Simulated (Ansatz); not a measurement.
The parent structure is BaTiO₃ in the cubic perovskite structure (space group Pm-3m, No. 221; a = 4.019 Å).

The values are results of PBE, PAW, 420 eV (Ansatz, a first-principles code; spin-orbit coupling left out), not measurements.

```tsv
level	band gap
PBE	1.78 eV
```

### Question
What does experiment give, and how far off is each level?

### Answer
Measured: band gap 3.2 eV (temperature not stated; as listed in Yu-ichiro Matsushita, Kazuma Nakamura, Atsushi Oshiyama, Physical Review B (2011)). Computed minus measured — band gap: PBE -1.42 eV. Measured values not marked as corrected hold thermal and zero-point effects that the static-lattice runs lack. A measured gap can be an optical one, lowered by exciton binding. Levels without spin-orbit coupling miss its effect on the gap.

No phonon test of stability was made. The final runs are not spin-polarised. Many cubic perovskites are stable only at high temperature; tilts and polar distortions were not tested. This is not the structure that BaTiO3 has at room temperature and ambient pressure.
